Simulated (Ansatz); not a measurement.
Abridged Ansatz (a quantum-chemistry and plane-wave program) output:

```
Relaxation: its limit of steps is 50 (relax.max_steps)
Pseudopotential: Ta, paw, valence charge 13
Crystal: 1 atoms, lattice volume = 18.610 Å³
Basis set: ecut = 500 eV, 457 PW (Γ), exchange–correlation on 100×100×96 points (64 copies of the dense FFT grid, shifted against one another)
Bands: 11, of which v1, the nominal top of the filled ones, is band 7 counted from 1 (6 counted from 0)
Symmetry: 16 space group operations
k-points: 1639 of 21952
Functional: x = r2scan, c = r2scan; τ floored in thin density (d = 2e-4 eV/Å³)
SCF iter   1: F=—  HF=-9944.310301 eV  |F-HF|=—  |Δ(HF+E_count)|=         —  Δρ=5.98e-3  dr2=1.66e-3  dr2_τ=1.41e-2  ethr=1.77e-3  ⟨swp⟩=5.5  Hψ=108104  notcnv=0
SCF iter   2: F=—  HF=-9944.325429 eV  |F-HF|=—  |Δ(HF+E_count)|=   1.51e-2  Δρ=3.51e-3  dr2=6.91e-4  dr2_τ=2.40e-4  ethr=1.27e-5  ⟨swp⟩=2.1  Hψ=40329  notcnv=0
SCF 1 converged in 6 iterations: F = -9944.326217 eV  dr2 = 6.17e-9
relax step   1: F+E_penalty+E_count = -9944.32621744 eV  Δ(F+E_penalty+E_count) = +0.000e0 eV  max|allowed force component| = 0.000e0 eV/Å  Δτ_max = 0.0000 Å  P = -5.574 GPa  Ω = 18.610 Å³  fix = [a, b, gamma]  reactions: a -6.511, b -6.511 GPa  (6 SCF iters, dr2 threshold 1.00e-7 eV, accepted)
[... steps on the carried basis left out ...]
relax step   4: F+E_penalty+E_count = -9944.32939364 eV  Δ(F+E_penalty+E_count) = -8.236e-6 eV  max|allowed force component| = 0.000e0 eV/Å  Δτ_max = 0.0000 Å  P = -2.820 GPa  Ω = 18.346 Å³  energy of the carried Pulay correction = +1.013e-4 eV  fix = [a, b, gamma]  reactions: a -4.234, b -4.234 GPa  (3 SCF iters, dr2 threshold 5.02e-8 eV, accepted)
Crystal: 1 atoms, lattice volume = 18.346 Å³
SCF iter   1: F=—  HF=-9944.329296 eV  |F-HF|=—  |Δ(HF+E_count)|=         —  Δρ=4.66e-5  dr2=6.05e-8  dr2_τ=4.13e-7  ethr=2.42e-8  ⟨swp⟩=3.4  Hψ=160626  notcnv=0
SCF iter   2: F=—  HF=-9944.329296 eV  |F-HF|=—  |Δ(HF+E_count)|=   2.00e-8  Δρ=2.33e-5  dr2=1.51e-8  dr2_τ=1.54e-8  ethr=4.65e-10  ⟨swp⟩=2.2  Hψ=26613  notcnv=0
SCF 5 converged in 6 iterations: F = -9944.329296 eV  dr2 = 1.48e-13
SCF converged after 6 iterations
Free energy (F): -9944.329296 eV
Internal energy: -9944.287011 eV  (E = F + TS)
E sigma→0 (E₀):  -9944.308154 eV
Entropy (-TS):   -0.042285 eV (-42.285 meV/atom)
Fermi energy:    18.115950 eV
--- Forces (eV/Å), atoms counted from 1 ---
  atom   1  Ta    -0.00000000     0.00000000     0.00000000
--- Stress (GPa, compression-positive) ---
       -4.235113       0.000000       0.000000
        0.000000      -4.235113       0.000000
        0.000000       0.000000       0.000415
  P = ⅓ Tr σ = -2.8233 GPa (-28.233 kbar)
--- Relaxed structure (4 steps of the walk, 3 accepted, 1 SCFs on fresh bases) ---
  cell:  # Å, volume = 18.3463 Å³
    - [3.3722114596, 0.0, 0.0]
    - [0.0, 3.3722114596, 0.0]
    - [1.6861057298, -1.6861057298, 1.613311532348387]
  atoms:
    - { symbol: Ta, position: [0.0, 0.0, 0.0] }
```

Problem. What was computed, and what are the main results?

Solution. Ta, 1 atom in the cell, with Ansatz, r2SCAN, PAW, cutoff 500 eV, no SOC. The last SCF converged to F = -9944.329296 eV, or -9944.3293 eV per atom, at a pressure of -2.82 GPa. The total energy compares only with runs of the same code, potentials and settings.

The cells carry an imposed strain or load. Whether these cells are dynamically stable was not tested. All final runs are without spin polarisation. The cell was made from Ta in the bcc (W type) structure (space group Im-3m, No. 229) by this change: biaxial strain +2.00 %, plane normal [001], relaxed out of plane.

Keys are those of Ansatz 0.2.
